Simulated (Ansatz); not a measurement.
System: Au-vacancy pair (Au on one host W site, one W site vacant) in bcc W (neutral cell). The step: Au and the vacancy change places (Au-vacancy distance between ideal sites 2.76 Å throughout); the atom moves 1.99 Å along (0.36, 0.36, 0.36) of the unit cell; the moving atom starts with neighbours 2 W at 2.72, W at 2.74, 3 W at 2.90, 2 W at 2.95, W at 2.96, W at 3.12, 2 W at 3.41, W at 3.44 Å and ends with 2 W at 2.72, W at 2.74, 3 W at 2.90, 2 W at 2.95, W at 2.96, W at 3.12, 2 W at 3.41, W at 3.44 Å. DFT values are from Ansatz (plane-wave PAW, 420 eV unless said) in a cell of 36 host sites, spin-restricted, static, with no finite-size correction. Forms of the defect that were not tried may lie lower. For the PBE band: the saddle point's order was not checked, and it lies on a symmetry element of the cell, where a band can be held.

| Level | Forward barrier (eV) | Cost of the band or of the saddle's single point |
|---|---|---|
| CHGNet universal potential (has no charge state), its own band | 0.42 | - |
| PBE, a 2×2×3 k-point mesh shifted by half a step, band relaxed | 0.58 | around 50 core-minutes (rough) |
| PBE, a 3×3×5 k-point mesh shifted by half a step, same geometries | 0.57 | about 7 core-minutes (a rough figure) |
| r2SCAN at 500 eV, a 2×2×3 k-point mesh shifted by half a step, same geometries | 0.67 | about 5 core-minutes (a rough figure) |

Ansatz is a program for electronic structure.
